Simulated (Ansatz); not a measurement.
An Ansatz (an electronic-structure program) input (Ansatz PBE, no SOC, earlier PAW set):

Ansatz 0.2 input:
```yaml
crystal:
  lattice:
    - [0, 2.7618479371, 2.7618479371]
    - [2.7618479371, 0, 2.7618479371]
    - [2.7618479371, 2.7618479371, 0]
  atoms:
    - { symbol: Bi, position: [0.75, 0.75, 0.75] }
    - { symbol: B, position: [0, 0, 0] }
basis: { ecutwfc: 420, ecutrho_ratio: 4, xc_grid: 2, fft_grid_basis: typed }
kpoints: { mp_grid: { grid: [10, 10, 10] } }
hamiltonian:
  xc: pbe
  dispersion: none
  pseudopotentials: { azcp: { folder: ./paw }, kind: paw }
scf: { occupations: { method: fermi_dirac, width: 0.05 }, convergence: { dr2_threshold: 0.0000000002 } }
output: { forces: true, stress: true }
checkpoint: { write: state.ck, write_every: 1000 }
```

Question: Which symmetry and how many k-points will the program report, and about how many plane waves at Γ?

Answer: Space group F-43m (ITA 216) with 24 operations, k-points 47 of 1000, and 869 plane waves at Γ.

Stability against distortions was not tested. The cell is BiB in the zinc blende structure (space group F-43m, No. 216; a hypothetical phase, not in the database extracts checked).
